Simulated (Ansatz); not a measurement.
Slab thickness and the (0001) surface of hcp Re: the same face, mesh and vacuum, all atoms relaxed in the 1x1 cell under the symmetry of the ideal cut; the real face may buckle or reconstruct.

Calculation: PBE (plane waves to 420 eV, PAW; Ansatz, an electronic-structure program).

```tsv
atoms	thickness (Å)	γ (J/m²)	work function, top face (eV)	rough cost
4	6.5	___	___	roughly 40 core-seconds
6	11.0	2.63	4.90	around 100 core-seconds (rough)
8	15.5	2.63	4.90	about 100 core-seconds (a rough figure)
10	20.0	2.64	4.90	around 2.4 core-minutes (rough)
```

Problem. Fill in the missing entries.

Solution. 
- 4, γ (J/m²): 2.58
- 4, work function, top face (eV): 4.98

Problem. From which thickness on does the surface energy stay within 0.03 J/m² of the thickest slab's?

Solution. from 6 atoms on.
